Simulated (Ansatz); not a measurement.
**The (111)B surface of zinc-blende CdTe, Te-terminated, 2x2 with 2 OH on 4 top atoms (bottom of the slab: 2 H on 4 bottom sites)**

These are PBE (plane waves to 420 eV, PAW; Ansatz, a quantum-chemistry and plane-wave program) values and carry that method's errors.

Set-up: 38 atoms, 16.9 Å thick at the start with caps and adatoms; mesh 3x3x1; 0.025 eV smearing; dipole correction on; 8 atoms held, the rest relaxed; no symmetry held; no spin, no spin-orbit, no U. It is one candidate, not shown to be the stable structure of the face.

```json
{
  "gap_of_the_slab_on_its_k_mesh": "1.04 eV",
  "highest_filled_level_below_the_top_vacuum_level": "5.44 eV",
  "energy_released_by_relaxation": "2.02 eV",
  "cost": "very roughly 70 core-minutes"
}
```
